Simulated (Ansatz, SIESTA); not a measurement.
NiB2W2 (P1, 5 atoms in the cell) computed with different codes at matched settings

Self-consistent single point, at a second geometry (atoms moved at random). First geometry:

```xyz
5
Lattice="-1.5713 2.2384 3.4784 1.5713 -2.2384 3.4784 1.5713 2.2384 -3.4784" Properties=species:S:1:pos:R:3 pbc="T T T"
Ni     0.0000     0.0000     0.0000
B      0.0000     0.9124     3.4784
B      1.5713     1.3260     0.0000
W      0.0000     2.2384     1.3955
W      1.5713     0.0000     2.0829
```

Second geometry:
```
CELL_PARAMETERS angstrom
     -1.57135     2.23844     3.47838
      1.57135    -2.23844     3.47838
      1.57135     2.23844    -3.47838
ATOMIC_POSITIONS crystal
  Ni 0.99338 0.97700 0.97607
  B  0.71890 0.51797 0.23586
  B  0.29214 0.51051 0.80659
  W  0.70218 0.19121 0.47890
  W  0.29340 0.80331 0.50257
```

Shared settings, as Ansatz (a quantum-chemistry and plane-wave program) writes them: kpoints.mp_grid.grid = 8 8 8; scf.occupations.method = fermi_dirac; scf.occupations.width = 0.1 eV. Potentials and cutoffs stand in the table.

| code | model | ΔF from the first geometry (meV/atom) | pressure (GPa) | largest force (eV/Å) | cutoff |
|---|---|---|---|---|---|
| Ansatz | LDA (PW92), PAW files made with PBE | 43.1 | 7.86 | 1.881 | default |
| SIESTA | LDA PW92, numerical atomic orbitals DZP, PseudoDojo LDA standard norm-conserving potentials (rewritten from UPF to PSML) | 41.0 | 8.20 | 1.809 | grid 300 Ry |

Size of the force on each atom (eV/Å): Sizes of forces hide their directions.

```tsv
code	Ni1	B2	B3	W4	W5
Ansatz	1.516	1.881	1.097	1.733	0.681
SIESTA	1.527	1.809	1.076	1.713	0.676
```

On Ansatz's run: spin-orbit coupling is off. Spin polarisation is off.

The spread over the programs that give each value: ΔF from the first geometry within 2.1 meV/atom; pressure within 0.34 GPa; largest force within 0.072 eV/Å.

SIESTA uses small atom-centred bases, whose incompleteness enters pressures, forces and empty levels differently from a plane-wave cutoff. Ansatz's pressure is given at a fixed set of plane waves, as the other plane-wave codes print theirs; with its correction for the finite basis it is 7.98 GPa.

The starting cell comes from a database of computed structures (which also holds hypothetical and non-ambient phases and stackings), without a prior relaxation at this level. Its lattice was rescaled by a random factor within 2.5 % of one. For this run, on top of that: atoms moved at random.

Keys are those of Ansatz 0.2.
